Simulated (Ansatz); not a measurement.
Start from Co in the hcp (Mg type) structure (space group P6_3/mmc, No. 194; ferromagnetic; relaxed with 0.1 eV smearing).

```
Co
1.0
    2.45626     0.00000     0.00000
   -1.22813     2.12718     0.00000
    0.00000     0.00000     3.97213
Co
2
Direct
  0.33333   0.66667   0.75000
  0.66667   0.33333   0.25000
```

Cartesian axes are those of the cell as printed.

Level of theory: Ansatz (an electronic-structure program) PBEsol, no SOC.

Strains are applied to the cell and any free atomic positions relax.

One change was made to it. Results:

```json
[
 {"quantity": "shortest interatomic distance", "base": "2.440 Å", "after": "2.440 Å"},
 {"quantity": "energy relative to the base (free energy F)", "base": "0 meV/atom", "after": "+0.1 meV/atom"},
 {"quantity": "largest site moment", "base": "1.63 μB", "after": "1.63 μB"},
 {"quantity": "magnetic state", "base": "ferromagnetic", "after": "ferromagnetic"}
]
```

### Question
Which of these changes matches the shifts?
(A) tensor shear ε_xy = +0.27 %
(B) uniaxial strain ε_yy = −2.00 %
(C) uniaxial strain ε_yy = −4.00 %

### Answer
A, tensor shear ε_xy = +0.27 %. For comparison, the energy relative to the base in the other runs: uniaxial strain ε_yy = −4.00 % gives +24 meV/atom; uniaxial strain ε_yy = −2.00 % gives +5.6 meV/atom.

The magnetic state is the one reached from the starting moments; the real material's order can differ, and small cells can't hold many antiferromagnetic ones. Stability against distortions was not tested.
